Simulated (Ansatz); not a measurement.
Ansatz (a first-principles code) run on CdIn3 (Fm-3m, 4 atoms in the cell): self-consistent single point.

Method: LDA (PW92), default PAW files made with PBE (plane waves; Ansatz).

```
CdIn3
1.0
    0.00000     3.72740     3.72740
    3.72740     0.00000     3.72740
    3.72740     3.72740     0.00000
Cd In
1 3
Direct
  0.00000   0.00000   0.00000
  0.25000   0.25000   0.25000
  0.75000   0.75000   0.75000
  0.50000   0.50000   0.50000
```

Reference input (self-consistent single point, DFT, LDA (PW92), plane waves, default PAW files made with PBE): basis.ecutwfc = 30.9 Ry; kpoints.mp_grid.grid = 10 10 10; hamiltonian.xc = lda; hamiltonian.pseudopotentials = {kind: paw} (the program's default PAW files); scf.occupations.method = fermi_dirac; scf.occupations.width = 0.0037 Ry. This run's input differs from it in these lines:

Ansatz 0.2 input:
```diff
@@ -12,3 +12,3 @@
 basis:
-  ecutwfc: 30.9 Ry
+  ecutwfc: 46.3 Ry
 kpoints:
```

Output, abridged:

```
SCF iter   1: F=—  HF=-24489.085787 eV  |F-HF|=—  |Δ(HF+E_count)|=         —  Δρ=7.87e-3  dr2=4.06e-2  ethr=1.77e-3  ⟨swp⟩=6.7  Hψ=6821  notcnv=0  defer=2
all-band conjugate gradients solve this SCF's bands
preconditioner: auto → Kerker (q_TF=auto, 2.484 Å⁻¹)
SCF iter   2: F=—  HF=-24489.071910 eV  |F-HF|=—  |Δ(HF+E_count)|=   1.39e-2  Δρ=2.84e-3  dr2=4.91e-3  ethr=6.88e-5  ⟨swp⟩=3.0  Hψ=3706  notcnv=0  defer=36
SCF iter   3: F=—  HF=-24489.070271 eV  |F-HF|=—  |Δ(HF+E_count)|=   1.64e-3  Δρ=5.72e-4  dr2=1.71e-4  ethr=8.32e-6  ⟨swp⟩=2.0  Hψ=2599  notcnv=0  defer=36
SCF iter   4: F=—  HF=-24489.070271 eV  |F-HF|=—  |Δ(HF+E_count)|=   2.71e-7  Δρ=1.58e-4  dr2=1.72e-5  ethr=2.89e-7  ⟨swp⟩=2.0  Hψ=2062  notcnv=0  defer=36
SCF iter   5: F=—  HF=-24489.070295 eV  |F-HF|=—  |Δ(HF+E_count)|=   2.42e-5  Δρ=4.24e-5  dr2=2.41e-6  ethr=2.92e-8  ⟨swp⟩=2.9  Hψ=3060  notcnv=0  defer=36
SCF iter   6: F=-24489.070295 eV  HF=-24489.070295 eV  |F-HF|=2.12e-8  |Δ(HF+E_count)|=   2.27e-7  Δρ=9.38e-6  dr2=7.58e-8  ethr=1.69e-10  ⟨swp⟩=7.1  Hψ=8183  notcnv=0
SCF 1 converged in 6 iterations: F = -24489.070295 eV  dr2 = 7.58e-8
Free energy (F): -24489.070295 eV
Internal energy: -24489.055283 eV  (E = F + TS)
E sigma→0 (E₀):  -24489.062789 eV
Entropy (-TS):   -0.015012 eV (-3.753 meV/atom)
Fermi energy:    10.288042 eV
--- Forces (eV/Å), atoms counted from 1 ---
  atom   1  Cd     0.00000000     0.00000000    -0.00000000
   [... zero for the other atoms too ...]
--- Stress (GPa, compression-positive) ---
       -3.297727       0.000000       0.000000
       -0.000000      -3.297727      -0.000000
        0.000000      -0.000000      -3.297727
  P = ⅓ Tr σ = -3.2977 GPa (-32.977 kbar)
  The stress holds the Pulay correction. Without it, at fixed plane waves, as pw.x and ABINIT print it: P = -3.3076 GPa
```

The run converged in 6 iterations. Against the reference run the free energy drops by 1.1 meV/atom and the pressure hardly changes (-3.29 to -3.30 GPa).

The starting cell comes from a database of computed structures (which also holds hypothetical and non-ambient phases and stackings), without a prior relaxation at this level. Its lattice was rescaled by a random factor within 2.5 % of one. Ansatz's pressure includes its estimate of the finite-basis (Pulay) stress.
